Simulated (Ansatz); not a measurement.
Start from SiO$_{2}$ in the rutile structure (space group P4_2/mnm, No. 136; a = 4.1852 Å, c = 2.6688 Å). Axes: x, y, z lie along a, b, c of the conventional cell.

The values are results of Ansatz (an electronic-structure program) r2SCAN, without spin-orbit coupling, not measurements.

Strains are applied to the cell and any free atomic positions relax.

One change was made to it. Results:

```json
[
 {"quantity": "energy relative to the base (free energy F)", "base": "0 meV/atom", "after": "+21 meV/atom"},
 {"quantity": "pressure (mean of the normal stresses, compression positive)", "base": "0.00 GPa", "after": "-9.26 GPa"},
 {"quantity": "largest internal atomic displacement", "base": "–", "after": "0.026 Å"},
 {"quantity": "gap character", "base": "direct at Γ", "after": "direct at Γ"}
]
```

Question: Which change produced these results?
(A) uniaxial strain ε_xx = +3.37 %
(B) strain tensor (xx, yy, zz, yz, xz, xy) = (−0.14, +2.24, +1.20, −0.92, −0.95, −1.55) %
(C) uniaxial strain ε_xx = +1.79 %
(D) isotropic strain +4.27 %

Answer: B, strain tensor (xx, yy, zz, yz, xz, xy) = (−0.14, +2.24, +1.20, −0.92, −0.95, −1.55) %. For comparison, the energy relative to the base in the other runs: uniaxial strain ε_xx = +1.79 % gives +3.4 meV/atom; isotropic strain +4.27 % gives +110 meV/atom; uniaxial strain ε_xx = +3.37 % gives +12 meV/atom.

Semilocal Kohn–Sham gaps tend to fall short of experiment. No phonon test of stability was made. Labels are those of the standard path for the cell's own space group.
